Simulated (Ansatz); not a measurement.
**Computed paths: W vacancy in bcc W, neutral cell**

Defect: W vacancy in bcc W, neutral cell. Calculation: PBE, PAW (plane waves to 420 eV; Ansatz, a first-principles code).

Cell of 36 host sites held at the relaxed PBE lattice; a 2×2×3 k-point mesh shifted by half a step; Fermi-Dirac width 0.10 eV, spin-restricted; finite-size errors left in. Static, classical nuclei. Spin-orbit coupling is left out. Forms of the defect that were not tried may lie lower.

Barriers: single points on a 3×3×5 k-point mesh shifted by half a step at the bands' geometries (they differ from the bands' own by up to 0.09 eV, and are uncertain by about as much).

```
Route                                                   Start site over the lowest site run (eV)  Hop (Å)  Forward barrier (eV)  Backward barrier (eV)                                                                             Neighbours at the start                                                  Neighbours at the saddle                        Saddle order  Forward, on the band's own sampling (eV)
------------------------------------------------------  ----------------------------------------  -------  --------------------  ---------------------  --------------------------------------------------------------------------------------------------  ------------------------------------------------------------------------  ----------------------------------  ----------------------------------------
one W atom jumps into the vacancy from a nearby W site                                      0.00     2.69                  1.65                   1.65  2 W at 2.73, 2 W at 2.76, 2 W at 2.76, W at 2.77, W at 3.14, 2 W at 3.15, 2 W at 3.20, W at 3.23 Å  2 W at 2.68, W at 2.70, 2 W at 2.73, W at 2.75, W at 3.26, 2 W at 3.27 Å  not checked, on a symmetry element                                      1.57
```

Paths come from climbing-image nudged elastic band runs.  A band can be held on a symmetry element, so unchecked saddle points there may be too high.

The whole set of runs took about 1.7 core-hours (a rough figure).
